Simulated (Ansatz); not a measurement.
The reference is C in the diamond structure (space group Fd-3m, No. 227; a = 3.532 Å). Axes: x, y, z lie along the cube axes.

Computed with DFT with LDA, PAW potentials and a 420 eV plane-wave cutoff in Ansatz (an electronic-structure program), no spin-orbit coupling.

It is then changed as follows: uniaxial strain ε_zz = +1.00 %, all other strain components held at zero; the atoms relax in the strained cell.

### Question
Predict the stress tensor and what it implies for the stiffness.

### Answer
Stress of the strained cell less that of the base (GPa, compression positive):
```
  -1.39    0.00    0.00
   0.00   -1.39    0.00
   0.00    0.00  -10.91
```

Then −Δσ_ii/ε with ε = 0.0100 gives relaxed-ion elastic constants: C33 ≈ 1090 GPa, C13 ≈ 139 GPa and C23 ≈ 139 GPa.

Whether these cells are dynamically stable was not tested.
